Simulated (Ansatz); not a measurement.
**PBE against PBEsol: Te, Te → Pd**

The reference is Te (space group P3_121, No. 152; a = 4.521 Å, c = 5.955 Å; made of chains).

(Cell as relaxed with PBE.)

Levels (all Ansatz, a first-principles code, PAW, earlier PAW set): PBE (420 eV, without spin-orbit coupling); PBEsol (420 eV, without spin-orbit coupling).

Each level relaxes its own structure.

```json
[
 {"base": "volume per atom", "PBE": "35.14 Å³", "PBEsol": "32.04 Å³"},
 {"base": "lattice parameter a", "PBE": "452.1 pm", "PBEsol": "431.7 pm"},
 {"base": "band gap", "PBE": "0.23 eV", "PBEsol": "zero"}
]
```

It is then changed as follows: Pd takes the place of Te on all its sites, then cell and atoms are relaxed.

```json
[
 {"quantity": "space group", "PBE": "Fm-3m (No. 225)", "PBEsol": "(withheld)"},
 {"quantity": "shortest interatomic distance", "PBE": "278.8 pm", "PBEsol": "(withheld)"}
]
```

### Question
What does PBEsol give?

### Answer

- space group, PBEsol: Fm-3m (No. 225)
- shortest interatomic distance, PBEsol: 274.0 pm

PBE's shortest interatomic distance lies 4.74 pm above PBEsol's (1.7 %); the two agree on the space group. Neither level is exact; PBEsol is the comparison here, not a measurement.

Spin-orbit coupling, missing from the scalar runs, can matter with Te. Whether these cells are dynamically stable was not tested. The final runs are not spin-polarised. No dispersion term is included, though the crystal is made of layers, chains or molecules, so its spacings can come out too wide. A zero or small gap of Te can be the functional's error rather than a property of the material.
